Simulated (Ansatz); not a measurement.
Take Sb (space group I4_132, No. 214; a hypothetical phase, not in the database extracts checked; relaxed with 0.1 eV smearing) as the base.

Space group I4₁32 (No. 214); a = b = c = 7.982 Å, α = β = γ = 90.00°

| atom | site | symmetry | x | y | z |
|---|---|---|---|---|---|
| Sb | 8a | .32 | 0.1250 | 0.1250 | 0.1250 |
(The calculation used a cell of 4 atoms; values per cell refer to that cell.)

All numbers come from PBEsol/PAW in Ansatz (a quantum-chemistry and plane-wave program), without spin-orbit coupling.

Base values:

| Item | Result |
|---|---|
| Pressure | 0.0 GPa |
| Band gap | zero |

It is then changed as follows: every lattice vector is shortened by 2.05 %, atoms relaxed at fixed cell.

Question: Estimate the effect on the pressure.

Answer: The pressure goes from zero to 1.5 GPa.

Question: What does the calculation give for the energy relative to the base after the change?

Answer: The energy goes up by 17 meV/atom.

Question: What does the calculation give for the band gap after the change?

Answer: The band gap stays zero.

The cells carry an imposed strain or load. No phonon test of stability was made.
